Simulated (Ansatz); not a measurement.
Effect of pressure −1 GPa on Ir

The reference is Ir in the fcc (Cu type) structure (space group Fm-3m, No. 225; a = 3.844 Å).

Modification: a negative pressure, −1 GPa.

Method: Kohn–Sham DFT with the r2SCAN functional, run in Ansatz (a first-principles code) with PAW and 500 eV plane waves, scalar-relativistic without spin-orbit coupling. Γ-centred 21×21×21 mesh, Fermi–Dirac width 0.05 eV.

- Volume per atom: 14.24 Å³ (base 14.20 Å³)
- Density: 22.41 g/cm³ (base 22.47 g/cm³)
- Lattice parameter a: 3.848 Å (base 3.844 Å)
- Shortest interatomic distance: 2.721 Å (base 2.718 Å)
- Enthalpy H = E + PV relative to the base's energy: -0.09 eV/atom
- Band gap: zero (base zero)

Final structure:

```
Ir
1.0
    0.00000     1.92393     1.92393
    1.92393     0.00000     1.92393
    1.92393     1.92393     0.00000
Ir
1
Direct
  0.00000   0.00000   0.00000
```

Load acts through the strain it causes; cell and atoms are relaxed under it. No phonon test of stability was made. All final runs are without spin polarisation.
